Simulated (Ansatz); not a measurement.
**Al on a Zn site (surface) in a 2x2 cell of the 1x1 (10-10) surface of wurtzite ZnO (cut with top plane O + Zn)**

Host crystal: wurtzite ZnO, with a band gap (PBE, scalar-relativistic without spin-orbit coupling).

Computed with PBE (plane waves to 420 eV, PAW; Ansatz, a quantum-chemistry and plane-wave program).

Model: 64-atom slab, 9.4 Å thick at the start (thin: gaps and levels are the slab's own), 3x2x1 mesh, Fermi-Dirac 0.01 eV, dipole correction, 12 atoms held, the rest relaxed; start symmetry kept, larger cells not searched; spin-polarised, no spin-orbit, no U. The slab shows no gap over 0.04 eV on its mesh. The starting moment vanished.

```yaml
formation energy against fcc Al, hcp Zn: -2.05 eV
change_of_the_step_from_the_bottom_to_the_top_vacuum_level_against_the_clean_slab: -0.56 eV
energy_released_by_relaxation: 0.83 eV
largest_move_of_a_host_atom: 0.21 Å
```
